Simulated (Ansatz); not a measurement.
## Effect of pressure 7.5 GPa on FeSb2

The parent structure is FeSb2 (space group Pnnm, No. 58; a = 5.773 Å, b = 6.429 Å, c = 3.119 Å; non-magnetic).

It is then changed as follows: a hydrostatic pressure of 7.5 GPa.

Computed with Ansatz (a first-principles code), PBEsol, PAW, cutoff 420 eV, scalar-relativistic without spin-orbit coupling. k-mesh 8×7×15 (Γ-centred); smearing 0.05 eV (Fermi–Dirac).

* **Volume per atom**: 18.25 Å³ (base 19.29 Å³)
* **Shortest interatomic distance**: 2.479 Å (base 2.526 Å)
* **Enthalpy H = E + PV relative to the base's energy**: +0.88 eV/atom
* **Band gap**: zero (base zero)

Final structure:

```xyz
6
Lattice="5.6896 0.0000 0.0000 0.0000 6.3209 0.0000 0.0000 0.0000 3.0444" Properties=species:S:1:pos:R:3 pbc="T T T"
Fe     0.0000     0.0000     0.0000
Fe     2.8448     3.1605     1.5222
Sb     1.0791     2.2321     0.0000
Sb     4.6106     4.0889     0.0000
Sb     1.7657     5.3926     1.5222
Sb     3.9239     0.9284     1.5222
```

Cost of the whole job for the changed cell (relaxation, final SCF and bands): very roughly 4 core-minutes.

With Sb present, leaving out spin-orbit coupling can change the band edges. Load acts through the strain it causes; cell and atoms are relaxed under it. No phonon test of stability was made. Competing high-pressure phases were not computed. Seeded moments were not kept for the base. The base started in Pnn2 and relaxed to Pnnm at this level. All final runs are without spin polarisation. A zero or small gap of FeSb2 can be the functional's error rather than a property of the material.
